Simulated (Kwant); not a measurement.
Device: wire with a row of barriers in a Ge (holes) two-dimensional gas. Effective mass 0.06 mₑ, grid spacing 2.7 nm, hard walls, nominal width 80 nm (29 grid rows, so walls 81 nm apart), one parabolic valley, scattering region 270 nm long along x; energies count from the band bottom; Fermi energy swept from 0.0007834 to 0.0093028 eV. 2 barrier(s) across the wire, height 0.012 eV, thickness 8.1 nm (about 3 grid columns), spaced by 43.2 nm.

The device is made up for the run: typed textbook-type constants, with dimensions and the other settings drawn at random.

Computed with Kwant: effective-mass tight-binding model on a square grid, one spin, coherent transport at 0 K. Conductance is in e²/h.

Sweep values stay those of the base run.

The effective mass was swept, all else fixed.

| effective mass (mₑ) | G (e²/h) at E = 5.016 meV | G (e²/h) at E = 2.873 meV | G (e²/h) at E = 9.303 meV | G (e²/h) at E = 7.160 meV |
|---|---|---|---|---|
| 0.036 | 0.36 | 0.073 | 1.04 | 0.29 |
| 0.048 | 0.14 | 0.42 | 1.11 | 0.66 |
| 0.06 | 0.14 | 0.40 | 0.86 | 0.65 |

From the first row to the last the G at E = 5.016 meV goes from 0.36 to 0.14. From the first row to the last the G at E = 2.873 meV goes from 0.073 to 0.40.
